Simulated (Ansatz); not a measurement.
Results of PBEsol in Ansatz (plane waves, PAW) for TiC (model structure, P6₃/mmc, No. 194, 4 atoms in the cell).

Run with plane-wave cutoff 520 eV, 18×18×10 k mesh (along the axes of the cell as run), Fermi–Dirac smearing 0.05 eV, no spin polarisation, scalar-relativistic PAW data made under PBE.

Cell (relaxed at this level):

```cif
data_C2Ti2
_chemical_formula_sum 'Ti2 C2'
_space_group_name_H-M_alt 'P63/mmc'
_space_group_IT_number 194
_space_group_name_Hall '-P 6c 2c'
_cell_length_a 3.58254
_cell_length_b 3.58254
_cell_length_c 4.24945
_cell_angle_alpha 90.000
_cell_angle_beta 90.000
_cell_angle_gamma 120.000
loop_
_atom_site_label
_atom_site_type_symbol
_atom_site_symmetry_multiplicity
_atom_site_Wyckoff_symbol
_atom_site_fract_x
_atom_site_fract_y
_atom_site_fract_z
_atom_site_occupancy
Ti1 Ti 2 c 0.33333 0.66667 0.25000 1
C1 C 2 d 0.66667 0.33333 0.25000 1
```

Predict the bulk modulus.


* **bulk modulus**: 205 GPa

Note: the bulk modulus is −V dP/dV from two relaxed cells at ±2 % in volume; the relaxation could raise the start's symmetry but not lower it, so the cell can be a saddle point.

Static lattice: no zero-point or thermal effects.

Cost on a shared machine: about 2.4 core-minutes (a rough figure).

A model structure was made by putting elements into a prototype or built by hand; it is no filed structure, need not be a known phase, and can be a saddle point held by its symmetry.

Ansatz is a first-principles code.
